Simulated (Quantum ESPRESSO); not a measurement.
Worked example: self-consistent single point of Cl (P1, 4 atoms in the cell) in Quantum ESPRESSO.

Method: PBE, PseudoDojo standard norm-conserving (PBE) pseudopotentials (plane waves; Quantum ESPRESSO 7.5).

The change in words: lattice scaled by 0.98. Reference geometry:
```yaml
crystal:
  lattice:
    - [2.24000, -3.12000, 0.00000]
    - [2.24000, 3.12000, 0.00000]
    - [0.00000, 0.00000, 8.26000]
  atoms:
    - { symbol: Cl, position: [0.87731, 0.88016, 0.89943] }
    - { symbol: Cl, position: [0.62048, 0.61789, 0.39772] }
    - { symbol: Cl, position: [0.38146, 0.37820, 0.60284] }
    - { symbol: Cl, position: [0.12075, 0.12376, 0.10000] }
```

Reference input (self-consistent single point, DFT, PBE, plane waves, PseudoDojo standard norm-conserving (PBE) pseudopotentials): ecutwfc = 60 Ry; occupations = smearing; smearing = fermi-dirac; degauss = 0.00147 Ry; potentials = {Cl: Cl.upf}; K_POINTS = automatic 7 7 3 0 0 0; conv_thr = 1e-10 Ry; mixing_beta = 0.7. This run's input differs from it in these lines:

```diff
@@ -24,5 +24,5 @@
 CELL_PARAMETERS angstrom
-   2.2400000000    -3.1200000000     0.0000000000
-   2.2400000000     3.1200000000     0.0000000000
-   0.0000000000     0.0000000000     8.2600000000
+   2.1952000000    -3.0576000000     0.0000000000
+   2.1952000000     3.0576000000     0.0000000000
+   0.0000000000     0.0000000000     8.0948000000
 ATOMIC_POSITIONS crystal
```

The program printed (abridged):

```
     Self-consistent Calculation

     iteration #  1     ecut=    60.00 Ry     beta= 0.70

     Threshold (ethr) on eigenvalues was too large:
     Diagonalizing with lowered threshold

     total energy              =    -131.16109012 Ry
     estimated scf accuracy    <       0.10172795 Ry

     iteration #  2     ecut=    60.00 Ry     beta= 0.70

     total energy              =    -131.17058480 Ry
     estimated scf accuracy    <       0.00503601 Ry

     iteration #  3     ecut=    60.00 Ry     beta= 0.70
     c_bands:  1 eigenvalues not converged

     total energy              =    -131.17175453 Ry
     estimated scf accuracy    <       0.00065756 Ry

   [... 5 blocks of this kind left out ...]

     iteration #  9     ecut=    60.00 Ry     beta= 0.70

     total energy              =    -131.17192867 Ry
     estimated scf accuracy    <          6.0E-10 Ry

     iteration # 10     ecut=    60.00 Ry     beta= 0.70
     End of self-consistent calculation

     the Fermi energy is     2.2384 ev

!    total energy              =    -131.17192867 Ry
     estimated scf accuracy    <          4.2E-11 Ry
     smearing contrib. (-TS)   =       0.00000000 Ry
     internal energy E=F+TS    =    -131.17192867 Ry

     convergence has been achieved in  10 iterations

     Forces acting on atoms (cartesian axes, Ry/au):

     atom    1 type  1   force =    -0.02961878   -0.00010447   -0.04902193
     atom    2 type  1   force =     0.02023526    0.00008544   -0.03309568
     atom    3 type  1   force =    -0.02023153    0.00009780    0.03293929
     atom    4 type  1   force =     0.02961505   -0.00007876    0.04917832

     Total force =     0.097853     Total SCF correction =     0.000015

          total   stress  (Ry/bohr**3)                   (kbar)     P=       35.57
   0.00020781   0.00000012   0.00004325           30.57        0.02        6.36
   0.00000012   0.00011931  -0.00000005            0.02       17.55       -0.01
   0.00004325  -0.00000005   0.00039833            6.36       -0.01       58.60

   JOB DONE.
```

The run converged in 10 iterations. Against the reference run the free energy goes up by 25.8 meV/atom, the pressure goes from 1.39 to 3.56 GPa, the largest force goes from 0.614 to 1.476 eV/Å and the gap on the mesh goes from 2.539 to 2.768 eV. The full log also holds: “c_bands:  1 eigenvalues not converged”.

The starting cell has typed, rounded lattice constants, without a prior relaxation at this level. Its atoms were displaced at random from the sites of space group no. 64. For this run, on top of that: lattice scaled by 0.98. With a pressure of about 4 GPa the cell is away from its equilibrium volume at this level. Forces in this geometry exceed 1 eV/Å.

Cost on one core of a shared machine: roughly 2 min.
